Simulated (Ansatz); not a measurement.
Abridged Ansatz (an electronic-structure program) output:

```
Relaxation: its limit of steps is 60 (relax.max_steps)
Pseudopotential: Y, paw, valence charge 11
Crystal: 2 atoms, lattice volume = 50.826 Å³
Basis set: ecut = 420 eV, 989 PW (Γ), exchange–correlation on 48×48×72 points (8 copies of the dense FFT grid, shifted against one another)
Bands: 15, of which v1, the nominal top of the filled ones, is band 11 counted from 1 (10 counted from 0)
Symmetry: 24 space group operations
k-points: 135 of 1800
Functional: x = pbe(κ = 0.804, μ = 0.2195149727645171), c = pbe(β = 0.06672455060314922)
SCF iter   1: F=—  HF=-7696.761958 eV  |F-HF|=—  |Δ(HF+E_count)|=         —  Δρ=3.14e-3  dr2=6.39e-3  ethr=1.77e-3  ⟨swp⟩=4.8  Hψ=9035  notcnv=0
SCF iter   2: F=—  HF=-7696.761220 eV  |F-HF|=—  |Δ(HF+E_count)|=   7.37e-4  Δρ=2.05e-3  dr2=2.75e-3  ethr=2.91e-5  ⟨swp⟩=2.6  Hψ=4077  notcnv=0
SCF 1 converged in 6 iterations: F = -7696.760667 eV  dr2 = 8.39e-9
relax step   1: F+E_penalty+E_count = -7696.76066685 eV  Δ(F+E_penalty+E_count) = +0.000e0 eV  max|allowed force component| = 7.633e-17 eV/Å  Δτ_max = 0.0000 Å  P = +15.001 GPa  Ω = 50.826 Å³  (6 SCF iters, dr2 threshold 1.00e-7 eV, accepted)
[... steps on the carried basis left out ...]
relax step   5: F+E_penalty+E_count = -7695.76453323 eV  Δ(F+E_penalty+E_count) = +2.909e-4 eV  max|allowed force component| = 1.619e-17 eV/Å  Δτ_max = 0.0000 Å  P = +30.011 GPa  Ω = 43.523 Å³  stress off target by 1.66e-2 GPa  SCF on the basis re-selected at this cell (its energy is not comparable with the rows above)  (8 SCF iters)
SCF converged after 8 iterations
Free energy (F): -7695.764533 eV
Internal energy: -7695.743540 eV  (E = F + TS)
E sigma→0 (E₀):  -7695.754037 eV
Entropy (-TS):   -0.020993 eV (-10.497 meV/atom)
Fermi energy:    14.934057 eV
--- Forces (eV/Å), atoms counted from 1 ---
  atom   1  Y     -0.00000000    -0.00000000    -0.00000000
  atom   2  Y      0.00000000     0.00000000     0.00000000
--- Stress (GPa, compression-positive) ---
       30.016622       0.000000       0.000000
        0.000000      30.016622      -0.000000
        0.000000      -0.000000      29.999613
  P = ⅓ Tr σ = 30.0110 GPa (300.110 kbar)
--- Relaxed structure (4 steps of the walk, 4 accepted, 1 SCFs on fresh bases) ---
  cell:  # Å, volume = 43.5226 Å³
    - [3.145215330689974, 0.0, 1.5325350866760332e-33]
    - [-1.572607665344987, 2.7238363767497913, -5.004179154647759e-18]
    - [2.4207159420050007e-33, -9.127159117287427e-18, 5.080235163694977]
  atoms:
    - { symbol: Y, position: [0.3333333333333333, 0.6666666666666666, 0.7499999999999999] }
    - { symbol: Y, position: [0.6666666666666666, 0.3333333333333333, 0.24999999999999997] }
```

What was computed, and what are the main results?

Y, 2 atoms in the cell, with PBE, PAW, 420 eV (Ansatz; no spin-orbit coupling), from a series relaxed to a target (pressure 30 GPa). The last SCF converged to F = -7695.764533 eV, or -3847.8823 eV per atom, at a pressure of 30.01 GPa. The total energy compares only with runs of the same code, potentials and settings.

Load acts through the strain it causes; cell and atoms are relaxed under it. No phonon test of stability was made. Competing high-pressure phases were not computed. All final runs are without spin polarisation. The cell was made from Y in the hcp (Mg type) structure (space group P6_3/mmc, No. 194) by this change: pressure 30 GPa.

Keys are those of Ansatz 0.2.
